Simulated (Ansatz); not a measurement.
```xyz
2
Lattice="4.4340 0.0000 0.0000 0.0000 4.4340 0.0000 2.2170 -2.2170 3.0794" Properties=species:S:1:pos:R:3 pbc="T T T"
Pb     0.0000     0.0000     0.0000
Se     2.2170     2.2170     0.0000
```

No spin polarisation.

The values are results of Ansatz (an electronic-structure program) r2SCAN, without spin-orbit coupling, not measurements. Settings: 9×9×9 k-points, 0.05 eV Fermi–Dirac smearing.

### Question
What is the computed mean in-plane stress (compression positive)?

### Answer
-1.9 GPa.

### Question
What gap character does the calculation give?

### Answer
Direct at N.

### Question
Estimate the space group.

### Answer
I4/mmm (No. 139).

With Pb present, leaving out spin-orbit coupling can change the band edges. The cells carry an imposed strain or load. Stability against distortions was not tested. The cell was made from PbSe in the rock salt structure (space group Fm-3m, No. 225) by this change: biaxial strain +1.50 %, plane normal [001], relaxed out of plane.
